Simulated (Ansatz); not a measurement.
Take ZnCu2GeS4 (space group I-4, No. 82) as the base.

```
ZnCu2GeS4
1.0
   -2.67989     2.67989     5.32512
    2.67989    -2.67989     5.32512
    2.67989     2.67989    -5.32512
Cu Zn Ge S
2 1 1 4
Direct
  0.00000   0.00000   0.00000
  0.75000   0.25000   0.50000
  0.25000   0.75000   0.50000
  0.50000   0.50000   0.00000
  0.62882   0.61986   0.49515
  0.12470   0.13367   0.50485
  0.38014   0.87530   0.00897
  0.86633   0.37118   0.99103
```

Method: PBE (Ansatz, a quantum-chemistry and plane-wave program, PAW, without spin-orbit coupling).

One change was made to it. Results:

The hole mass changes from 0.12 mₑ along c, 0.94 mₑ across (at Γ) to 0.18 mₑ along c, 0.78 mₑ across (at Γ); the band gap rises by 0.42 eV to 0.89 eV; the density rises by 0.44 g/cm³, from 4.27 g/cm³ to 4.71 g/cm³; the valence-band top at Γ (three highest levels, from the VBM) becomes 0.00, -0.08, -0.08 eV (base: 0.00, -0.09, -0.09 eV).

Task: Which of these changes matches the shifts?
A) pressure 9 GPa
B) pressure 2.1 GPa
C) pressure 0.9 GPa
D) pressure 4.5 GPa

Result: A, pressure 9 GPa. For comparison, the band gap in the other runs: pressure 0.9 GPa gives 0.52 eV; pressure 4.5 GPa gives 0.70 eV; pressure 2.1 GPa gives 0.58 eV.

Load acts through the strain it causes; cell and atoms are relaxed under it. Masses are band curvatures over ±0.01 Å⁻¹ around the edge. Stability against distortions was not tested. Competing high-pressure phases were not computed. The final runs are not spin-polarised.
